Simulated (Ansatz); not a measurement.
Input and output of a self-consistent single point for TePt (R-3m, 4 atoms in the cell) (Ansatz, a program for electronic structure)

Computed with PBEsol, default PAW files made with PBE (plane waves; Ansatz).

Input as run:

Ansatz 0.2 input:
```yaml
crystal:
  lattice:
    - [1.981500, 1.144020, 6.660000]
    - [-1.981500, 1.144020, 6.660000]
    - [0.000000, -2.288039, 6.660000]
  atoms:
    - { symbol: Pt, position_ang: [-0.000000, 0.000000, 7.392600] }
    - { symbol: Pt, position_ang: [0.000000, 0.000001, 12.587400] }
    - { symbol: Te, position_ang: [-0.000000, 0.000000, 1.958040] }
    - { symbol: Te, position_ang: [0.000000, 0.000001, 18.021960] }
kpoints:
  mp_grid: { grid: [5, 5, 5] }
hamiltonian:
  xc: pbesol
  pseudopotentials: { kind: paw }
scf:
  occupations: { method: methfessel_paxton, width: 0.05 }
output:
  forces: true
  eigenvalues: true
  stress: true
```

Log, with long lists cut:

```
WARN basis.ecutwfc = 420 eV, the default
WARN ansatz: RAYON_NUM_THREADS=1 ignored (pool sized by the plan → 1); use --threads N
basis.fft_grid_basis auto: the FFT boxes are laid along the combinations [[1, 0, -1], [0, 1, -1], [0, 0, 1]] of the cell's own vectors, 3.963, 3.963 and 7.042 …
Pseudopotentials: kind: paw
Pseudopotential: Pt, paw, valence charge 18
Pseudopotential: Te, paw, valence charge 16
Crystal: 4 atoms, lattice volume = 90.584 Å³
Basis set: ecut = 420 eV, 1775 PW (Γ), FFT grids on a1−a3, a2−a3, a3, exchange–correlation on 54×54×96 points (8 copies of the dense FFT grid, shifted against one another)
Bands: 41, of which v1, the nominal top of the filled ones, is band 34 counted from 1 (33 counted from 0)
Symmetry: 12 space group operations
Space group: R-3m (ITA 166), of the structure as read, at distance tolerance 4.5e-5 Å
k-points: 19 of 125
PAW frozen core: Pt, regenerated for the run's functional, and the local potential with it
PAW frozen core: Te, regenerated for the run's functional, and the local potential with it
Initial density: superposition of atomic densities (neutral atoms: chi_scale 0, normalization atom), corrected by the library's trained network
Initial wavefunctions: pseudopotential atomic-orbital guess
Eigensolver: davidson
Functional: x = pbesol(κ = 0.804, μ = 0.12345679012345678), c = pbesol(β = 0.046)
SCF iter   1: F=—  HF=-38572.056147 eV  |F-HF|=—  |Δ(HF+E_count)|=         —  Δρ=5.35e-3  dr2=2.57e-2  ethr=1.77e-3  ⟨swp⟩=6.3  Hψ=3088  notcnv=0
all-band conjugate gradients solve this SCF's bands
preconditioner: auto → LDOS
SCF iter   2: F=—  HF=-38572.054427 eV  |F-HF|=—  |Δ(HF+E_count)|=   1.72e-3  S|Δr|=    0.00e0  Δρ=3.80e-3  dr2=1.54e-2  ethr=3.78e-5  ⟨swp⟩=2.6  Hψ=1541  notcnv=0  defer=45
SCF iter   3: F=—  HF=-38572.049843 eV  |F-HF|=—  |Δ(HF+E_count)|=   4.58e-3  S|Δr|=    0.00e0  Δρ=8.57e-4  dr2=1.24e-3  ethr=2.27e-5  ⟨swp⟩=2.0  Hψ=1313  notcnv=0  defer=45
SCF iter   4: F=—  HF=-38572.049630 eV  |F-HF|=—  |Δ(HF+E_count)|=   2.13e-4  S|Δr|=    0.00e0  Δρ=3.36e-4  dr2=2.28e-4  ethr=1.82e-6  ⟨swp⟩=2.0  Hψ=1146  notcnv=0  defer=45
SCF iter   5: F=—  HF=-38572.049603 eV  |F-HF|=—  |Δ(HF+E_count)|=   2.71e-5  S|Δr|=    0.00e0  Δρ=1.24e-4  dr2=3.87e-5  ethr=3.36e-7  ⟨swp⟩=2.1  Hψ=1047  notcnv=0  defer=45
SCF iter   6: F=—  HF=-38572.049606 eV  |F-HF|=—  |Δ(HF+E_count)|=   2.92e-6  S|Δr|=    0.00e0  Δρ=6.11e-5  dr2=7.69e-6  ethr=5.69e-8  ⟨swp⟩=2.0  Hψ=992  notcnv=0  defer=45
SCF iter   7: F=—  HF=-38572.049604 eV  |F-HF|=—  |Δ(HF+E_count)|=   1.52e-6  S|Δr|=    0.00e0  Δρ=1.59e-5  dr2=5.95e-7  ethr=1.13e-8  ⟨swp⟩=2.7  Hψ=1181  notcnv=0  defer=45
SCF iter   8: F=-38572.049604 eV  HF=-38572.049604 eV  |F-HF|=1.72e-8  |Δ(HF+E_count)|=   4.83e-8  S|Δr|=    0.00e0  Δρ=5.55e-6  dr2=4.42e-8  ethr=1.47e-10  ⟨swp⟩=9.1  Hψ=3445  notcnv=0
SCF 1 converged in 8 iterations: F = -38572.049604 eV  dr2 = 4.42e-8
SCF converged after 8 iterations
Stability not checked (fill_not_monotonic)
Free energy (F): -38572.049604 eV
Harris-Foulkes:  -38572.049604 eV  (|F-HF|=1.72e-8)
Internal energy: -38572.048304 eV  (E = F + TS)
E sigma→0 (E₀):  -38572.049279 eV
Entropy (-TS):   -0.001300 eV (-0.325 meV/atom)
Fermi energy:    14.495212 eV
--- Per-component energies (eV) ---
  E_band       = -934.429616
  E_kinetic    = 1641.656669
  E_local      = -7003.090754  (includes V_loc(G=0)·N_el)
  E_nonlocal   = -210.242352
  E_hartree    = 3399.078204
  E_xc         = -769.137708
  E_vxc        = -815.483994  (∫ρ·V_xc dr)
  E_paw        = -27803.669399  (= ΣΔE_a)
  E_vpaw       = -1345.407337  (= ΣTr[D̂ρ^β])
  E_aug_tail   = -0.000049  (compensation charges beyond the density's cutoff)
  E_ewald      = -7827.966508
  E_core_change = 1.323593  (= ΣΔE_core)
  E_smearing   = -0.001300  (= −TS)
  E_closure    = 0.000000  (closes the sum)
  Σ components = -38572.049604   (vs F -38572.049604, Δ=0.00e0)
--- Forces (eV/Å), atoms counted from 1 ---
  atom   1  Pt     0.00000000    -0.00000000    -0.11615665
  atom   2  Pt     0.00000000     0.00000000     0.11615665
  atom   3  Te     0.00000000    -0.00000000    -0.05402506
  atom   4  Te     0.00000000     0.00000000     0.05402506
  max |Σ_I F_I| component: 1.39e-17 eV/Å
--- Stress (GPa, compression-positive) ---
       -0.523613       0.000000      -0.000000
        0.000000      -0.523613       0.000000
       -0.000000       0.000000      -0.212777
  P = ⅓ Tr σ = -0.4200 GPa (-4.200 kbar)
  The stress holds the Pulay correction. Without it, at fixed plane waves, as pw.x and ABINIT print it: P = -0.4642 GPa
--- Band table (eV; the first three rows and the last of 19) ---
  k-point 0: bands = ["-84.0411", "-84.0189", "-38.3538", "-38.3538", "-38.2194", "-38.2194", "-38.1740", "-38.0711", "-22.8508", "-22.8508", "-22.8480", "-22.8480", "-22.8175", "-22.8175", "-22.8140", "-22.8140", "-22.8041", "-22.8022", "1.0752", [...]
  k-point 1: bands = ["-84.0392", "-84.0207", "-38.3595", "-38.3537", "-38.2523", "-38.2144", "-38.1424", "-38.0722", "-22.8509", "-22.8498", "-22.8484", "-22.8467", "-22.8182", "-22.8177", "-22.8145", "-22.8131", "-22.8033", "-22.8012", "1.4706", [...]
  k-point 2: bands = ["-84.0349", "-84.0250", "-38.3679", "-38.3515", "-38.2861", "-38.2071", "-38.1081", "-38.0785", "-22.8511", "-22.8491", "-22.8481", "-22.8446", "-22.8196", "-22.8179", "-22.8151", "-22.8119", "-22.8020", "-22.7997", "2.2982", [...]
  k-point 18: bands = ["-84.0392", "-84.0207", "-38.3595", "-38.3537", "-38.2523", "-38.2144", "-38.1423", "-38.0723", "-22.8510", "-22.8498", "-22.8484", "-22.8466", "-22.8185", "-22.8181", "-22.8141", "-22.8127", "-22.8039", "-22.8007", "1.9011", [...]
```

The run converged in 8 iterations.

The starting cell comes from a database of published, mostly measured structures (it also holds non-ambient and calculated ones), without a prior relaxation at this level. Spin-orbit coupling is off. Spin polarisation is off. Ansatz's pressure includes its estimate of the finite-basis (Pulay) stress.
